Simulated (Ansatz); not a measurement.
The starting structures come from a database of crystals and need not be the phases stable at ambient conditions.

Data:

```
CELL_PARAMETERS angstrom
      5.72336     0.00000     0.00000
      0.00000     6.17240     0.00000
      2.22580     3.08620     4.20801
ATOMIC_POSITIONS crystal
  Mg 0.07714 0.08408 0.67074
  Mg 0.92286 0.91592 0.32926
  Mg 0.42286 0.75482 0.32926
  Mg 0.57714 0.24518 0.67074
  Nb 0.75000 0.41061 0.00000
  Nb 0.25000 0.58939 0.00000
  N  0.75000 0.09745 0.00000
  N  0.25000 0.90255 0.00000
  N  0.42534 0.41257 0.31570
  N  0.57466 0.58743 0.68430
  N  0.07466 0.72827 0.68430
  N  0.92534 0.27173 0.31570
```

Space group of this cell: C2/c. The cell is taken as given; by PBEsol its mean pressure is -3.8 GPa.

Transport runs along the normal of the first two printed cell vectors.

The gap is the functional's own. No spin-orbit coupling. Mid-gap values are interpolated on the energy grid.

Problem. Estimate the band gap and the smallest decay constant κ at mid-gap that PBEsol (Ansatz, an electronic-structure program) returns for this system.

Solution. Gap 1.24 eV on a 6×8×8 mesh; κ = 0.231 1/Å, at the zone centre.
